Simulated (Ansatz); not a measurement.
Base system: MgS in the rock salt structure (space group Fm-3m, No. 225).

```
CELL_PARAMETERS angstrom
      0.00000     2.60152     2.60152
      2.60152     0.00000     2.60152
      2.60152     2.60152     0.00000
ATOMIC_POSITIONS crystal
  Mg 0.00000 0.00000 0.00000
  S  0.50000 0.50000 0.50000
```

Cartesian axes are those of the cell as printed.

Level of theory: r2SCAN (Ansatz, a quantum-chemistry and plane-wave program; PAW; 500 eV plane waves; no spin-orbit coupling).

The change: uniaxial strain ε_zz = −2.00 %, all other strain components held at zero; the atoms relax in the strained cell.

Q: Predict the stress tensor and what it implies for the stiffness.

A: Stress of the strained cell less that of the base (GPa, compression positive):
```
   0.92    0.00    0.00
   0.00    0.92    0.00
   0.00    0.00    3.41
```

Then −Δσ_ii/ε with ε = -0.0200 gives secant stiffness values (nonlinear terms included at this strain): C33 ≈ 171 GPa, C13 ≈ 46 GPa and C23 ≈ 46 GPa.

Whether these cells are dynamically stable was not tested.
